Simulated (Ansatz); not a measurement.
## Effect of As → N on AlAs

Consider AlAs in the zinc blende structure (space group F-43m, No. 216; a = 5.6747 Å).

The change: N takes the place of As on all its sites, then cell and atoms are relaxed.

Method: PBEsol in Ansatz (plane waves to 420 eV, PAW, no spin-orbit coupling). k-mesh 13×13×13 (Γ-centred); smearing 0.05 eV (Fermi–Dirac), for the changed cell.

```tsv
quantity	base	changed	shift
volume per atom	22.84 Å³	10.49 Å³	-12.35 Å³
density	3.70 g/cm³	3.25 g/cm³	-0.459 g/cm³
lattice parameter a	5.675 Å	4.378 Å	-1.297 Å
shortest interatomic distance	2.457 Å	1.896 Å	-0.5616 Å
band gap	1.34 eV	3.19 eV	+1.85 eV
gap character	indirect, Γ → X	indirect, Γ → X	–
smallest direct gap	1.91 eV	4.06 eV	+2.15 eV
width of the top valence band	2.82 eV	2.72 eV	-0.107 eV
electron mass	0.87 mₑ along k, 0.24 mₑ across (at X)	0.52 mₑ along k, 0.32 mₑ across (at X)	–
```

Cost of the whole job for the changed cell (relaxation, final SCF and bands): roughly 9 core-seconds.

Effective masses come from finite differences of ±0.01 Å⁻¹. Along k means along the line from Γ to the band edge. No phonon test of stability was made. This is not the structure that AlN has at room temperature and ambient pressure.

Ansatz is a quantum-chemistry and plane-wave program.
